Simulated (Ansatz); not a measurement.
## BaCd2As2 (P-3m1, No. 164, 5 atoms in the cell; start mp-8281)

All values below come from HSE06 (PAW; Ansatz, an electronic-structure program).

Numerical settings: plane-wave cutoff 460 eV, 6×6×4 k mesh (along the axes of the cell as run), Fermi–Dirac smearing 0.01 eV, scalar-relativistic PAW data made under PBE.

Cell (relaxed with PBEsol):

```cif
data_As2BaCd2
_chemical_formula_sum 'Ba1 Cd2 As2'
_space_group_name_H-M_alt 'P 1'
_space_group_IT_number 1
_cell_length_a 4.49669
_cell_length_b 4.49669
_cell_length_c 7.60142
_cell_angle_alpha 90.000
_cell_angle_beta 90.000
_cell_angle_gamma 120.000
loop_
_space_group_symop_operation_xyz
  'x, y, z'
loop_
_atom_site_label
_atom_site_type_symbol
_atom_site_fract_x
_atom_site_fract_y
_atom_site_fract_z
_atom_site_occupancy
Ba1 Ba 0.00000 0.00000 0.00000 1
Cd1 Cd 0.66667 0.33333 0.37018 1
Cd2 Cd 0.33333 0.66667 0.62982 1
As1 As 0.66667 0.33333 0.73858 1
As2 As 0.33333 0.66667 0.26142 1
```

```
Property                        Value
--------  ---------------------------
band gap  1.07 eV (on the SCF k mesh)
```

Note: cell and atoms aren't relaxed at this level (pressure 2.1 GPa).

Spin–orbit coupling is not included.

Computed values are for the static lattice.

The result took around 6 core-minutes (rough).

A start named mp-… is a Materials Project structure, which need not be a measured phase.
